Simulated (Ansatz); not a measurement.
N interstitial in bcc W

The numbers are results of PBE, PAW (plane waves to 420 eV; Ansatz, a quantum-chemistry and plane-wave program), not measurements. Set-up: 54-site cell; 4×4×4 shifted k-points; start: octahedral site; no spin–orbit coupling; finite-size errors of tenths of an eV; the relaxation kept the symmetry of the starting site.

Neighbours after relaxation, in Å: of the N atom: W 1.92, W 1.92, W 2.24, W 2.24, W 2.24, W 2.24.

Formation energies E_f are those of the neutral cell. Chemical conditions: impurity bounded by its compound with the host (Δμ(N) = -0.34 eV, bounded by WN (P6_3/mmc); only phases computed here count, gases as isolated molecules at 0 K). Reference phases: N: N2 molecule in a box.

The name describes the start; the neighbours show where the added atom ended.

```
charge         moment (μB)  point group  largest move off a lattice site (Å)  E_f, impurity bounded by its compound with the host (eV)
------  ------------------  -----------  -----------------------------------  --------------------------------------------------------
0       not spin-polarised          D4h                                 0.32                                                      1.88
```

Point groups are those of the whole cell at tolerances of 0.03 and 0.1 Å ("near" where only the looser one holds); none is given for unsettled states.

No other site or start that was run ended lower by more than 0.1 eV.
